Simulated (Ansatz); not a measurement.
ZnS, pressure series

Consider ZnS in the wurtzite structure (space group P6_3mc, No. 186; a = 3.845 Å, c = 6.306 Å).

Cell and atoms are relaxed at each pressure.

Levels (all Ansatz, a first-principles code, PAW, earlier PAW set): PBE (420 eV, scalar-relativistic without spin-orbit coupling); PBEsol (420 eV, no spin-orbit coupling).

The base cell above is that of PBE; each level relaxes its own structures.

| case | band gap, PBE | band gap, PBEsol |
|---|---|---|
| pressure −2 GPa | 1.94 eV | ___ |
| pressure −1 GPa | 2.01 eV | 2.09 eV |
| pressure 1.8 GPa | 2.18 eV | ___ |
| pressure 4.2 GPa | 2.31 eV | 2.36 eV |
| pressure 9 GPa | 2.53 eV | 2.56 eV |
| pressure 18 GPa | 2.85 eV | 2.84 eV |
| pressure 30 GPa | 3.10 eV | ___ |
| pressure 45 GPa | 2.72 eV | ___ |
| pressure 60 GPa | 2.12 eV | 1.77 eV |

Some entries are withheld; estimate them.


- pressure −2 GPa, band gap, PBEsol: 2.03 eV
- pressure 1.8 GPa, band gap, PBEsol: 2.24 eV
- pressure 30 GPa, band gap, PBEsol: 2.91 eV
- pressure 45 GPa, band gap, PBEsol: 2.40 eV

The two levels differ by at most about 0.34 eV. They disagree on the order of pressure 45 GPa and pressure 9 GPa and of 2 more pairs.

Load acts through the strain it causes; cell and atoms are relaxed under it. Stability against distortions was not tested. Tetrahedral semiconductors of this kind turn to denser phases somewhere between about 1 and 50 GPa; those were not computed, so compressed cells here can lie past the real transition.
